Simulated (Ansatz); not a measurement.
The starting structures come from a database of crystals and need not be the phases stable at ambient conditions.

 Where the default PAW files enter, the runs use the earlier of Ansatz's two default sets.

Tunnelling through a barrier is set by its complex band structure: the current falls as exp(−2κd) with the smallest κ.

Data:

```
CELL_PARAMETERS angstrom
      4.00345     0.00000     0.00000
      0.00000     5.78231     0.00000
      2.00172    -1.56405     4.56478
ATOMIC_POSITIONS crystal
  Li 0.71302 0.65604 0.57396
  Li 0.28698 0.34396 0.42604
  Li 0.00000 0.50000 0.00000
  Li 0.31102 0.85935 0.37796
  Li 0.68898 0.14065 0.62204
  Sb 0.00000 0.00000 0.00000
  O  0.85492 0.82634 0.29016
  O  0.14508 0.17366 0.70984
  O  0.50000 0.00000 0.00000
  O  0.15750 0.68170 0.68500
  O  0.84250 0.31830 0.31500
```

Space group of this cell: C2/m. The cell is taken as given.

Transport runs along the normal of the first two printed cell vectors.

The gap is the functional's own. No spin-orbit coupling. Mid-gap values are interpolated on the energy grid.

**Question.** Estimate the band gap and the smallest decay constant κ at mid-gap that r2SCAN run with Ansatz (a first-principles code) returns for this system.

**Answer.** Gap 3.93 eV on a 8×6×8 mesh; κ = 0.403 1/Å, at the zone centre.
